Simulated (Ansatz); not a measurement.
The parent structure is BAs in the zinc blende structure (space group F-43m, No. 216; a = 4.7839 Å). Axes: x, y, z lie along the cube axes.

Structures relaxed with plane-wave PAW DFT at the r2SCAN level (Ansatz, a program for electronic structure, 500 eV), spin-orbit coupling left out.

Base:

Simulated powder pattern, Co Kα, λ = 1.79026 Å (kinematic, ideal powder, no thermal factors, no anomalous dispersion; the 10 strongest lines at most, above 2 %, up to 2θ = 90°):

| 2θ (°) | I/Imax (%) | hkl |
|---|---|---|
| 37.82 | 100 | (111) |
| 43.95 | 39 | (200) |
| 63.91 | 39 | (220) |
| 76.72 | 40 | (311) |
| 80.81 | 9.7 | (222) |

After one change:

Simulated powder pattern, Co Kα, λ = 1.79026 Å (kinematic, ideal powder, no thermal factors, no anomalous dispersion; the 10 strongest lines at most, above 2 %, up to 2θ = 90°):

```csv
2θ (°),I/Imax (%)
36.95,100
37.67,95
42.93,26
43.56,51
62.33,13
62.82,51
64.27,12
74.72,13
75.17,39
76.51,25
```

Task: Name the change that was made.
A) strain tensor (xx, yy, zz, yz, xz, xy) = (+1.33, +0.18, +0.74, −0.59, +0.00, +0.59) %
B) biaxial strain +2.68 %, plane normal [111], relaxed out of plane
C) biaxial strain +2.27 %, plane normal [110], relaxed out of plane
D) uniaxial strain ε_xx = +2.63 %

Result: C, biaxial strain +2.27 %, plane normal [110], relaxed out of plane. Its volume per atom is 14.24 Å³ against 13.69 Å³, and its space group is Imm2 (No. 44).

A biaxial case was relaxed in a doubled cell and then solved in the primitive one. No phonon test of stability was made.
